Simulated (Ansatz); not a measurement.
H interstitial in bulk hexagonal BN (AA') (start: void with 6B6N nearest; 128-site cell, 2×2×2 Γ-centred sampling). Calculation: PBE-D3(BJ), PAW (plane waves to 420 eV; Ansatz, an electronic-structure program). Total energies of the localised charge states, counted from that of charge +1, and their image corrections (point charge with alignment); the host's valence-band maximum lies at 4.807 eV on the cells' energy zero and its gap is 4.23 eV.

```json
[
 {"charge": "+1", "moment (μB)": "not spin-polarised", "E − E(first) (eV)": "0.000", "correction (eV)": "0.294"},
 {"charge": "0", "moment (μB)": "1.0", "E − E(first) (eV)": "7.759", "correction (eV)": "0.000"},
 {"charge": "−1", "moment (μB)": "not spin-polarised", "E − E(first) (eV)": "14.134", "correction (eV)": "0.239"}
]
```

Problem. Derive the transition levels above the valence-band maximum and say which of them are thermodynamic.

Solution. A level is the Fermi energy at which two charges have equal formation energy: ε(q/q′) = [E(q′) + corr(q′) − E(q) − corr(q)] / (q − q′) − E_VBM.
ε(+1/0) = [(7.759 + 0.000) − (0.000 + 0.294)] / 1 − 4.807 = 2.66 eV
ε(0/−1) = [(14.134 + 0.239) − (7.759 + 0.000)] / 1 − 4.807 = 1.81 eV
Charge 0 lies above the lower envelope where its neighbours cross, so the level that counts is ε(+1/−1) = [(14.134 + 0.239) − (0.000 + 0.294)] / 2 − 4.807 = 2.23 eV.
Thermodynamic levels at least 0.1 eV inside the gap: (+1/−1) at 2.23 eV. They hold to tenths of an eV in this cell. Only the charges listed were compared. The geometries come from one start.
